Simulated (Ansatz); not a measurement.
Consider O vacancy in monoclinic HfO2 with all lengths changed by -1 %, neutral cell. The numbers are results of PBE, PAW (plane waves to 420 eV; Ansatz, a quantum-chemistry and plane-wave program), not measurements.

96-site cell at the strained lattice (strain from the relaxed PBE one, atoms relaxed), the Γ point alone, smearing 0.01 eV, spin-restricted, no finite-size correction. Energies are static. Spin-orbit coupling is left out. The charge state is imposed; whether it is stable for some Fermi level was not computed. Forms of the defect that were not tried may lie lower. The start lies 0.12 eV above the lowest site run (PBE).

The step: one O atom jumps into the vacancy from a nearby O site; the atom moves 2.69 Å along (0.01, -0.16, 0.48) of the unit cell; the moving atom starts with neighbours Hf at 2.05, Hf at 2.06, Hf at 2.11; O at 2.53, O at 2.56 Å and ends with Hf at 2.03, Hf at 2.05, Hf at 2.15; O at 2.55, O at 2.58 Å. On the band's own sampling the forward barrier is 1.66 eV. Harmonic modes of the moving O atom alone, all others held, come from finite differences of 0.015 Å. The saddle point's order was not checked.

Q: Give the atom's modes at both geometries.

A: start 7.4, 15.0, 19.6 THz; saddle point 5.2i, 10.9 and 19.1 THz.

Q: What attempt frequency and zero-point change of the barrier follow from these modes alone, and what classical rate at 500 K?

A: ν = (7.4 × 15.0 × 19.6) / (10.9 × 19.1) ≈ 10 THz. The zero-point energy changes the barrier by h/2 × (30.0 − 41.9) THz = -0.025 eV. The classical rate is ν exp(−1.66/0.0431) ≈ 0.0002 s⁻¹. One atom's modes give a rough prefactor, not that of the whole cell.
